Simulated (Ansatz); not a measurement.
# MoS2 in the 2H-MoS2 type structure (space group P6_3/mmc, No. 194; layered, stacked along the Cartesian z axis)

MoS$_{2}$ has the hexagonal space group P6₃/mmc (No. 194), Pearson symbol hP6. Lattice parameters: a = b = 3.173 Å, c = 12.437 Å, α = β = 90.00°, γ = 120.00°. Mo on 2c is coordinated by 6 S at 2.403 Å (trigonal prismatic). S on 4f has 3 Mo at 2.403 Å (trigonal pyramidal). (Neighbours: up to the widest gap in distance over summed covalent radii, below 1.35, at either atom; cation-cation and far metal-metal contacts left out.)

Computed with r2SCAN+rVV10 (Ansatz, a program for electronic structure, PAW, spin-orbit coupling left out). k-mesh 12×12×3 (Γ-centred); smearing 0.05 eV (Fermi–Dirac).

- Volume per atom = 18.07 Å³
- Density = 4.90 g/cm³
- Band gap = 1.01 eV, indirect, Γ → K–Γ (47 % along)
- Hole mass = 0.87 mₑ along c, 0.69 mₑ across
- Total energy = -2259.866 eV/atom (σ→0; compares only within this code and set-up)

Effective masses come from finite differences of ±0.01 Å⁻¹. No phonon test of stability was made.
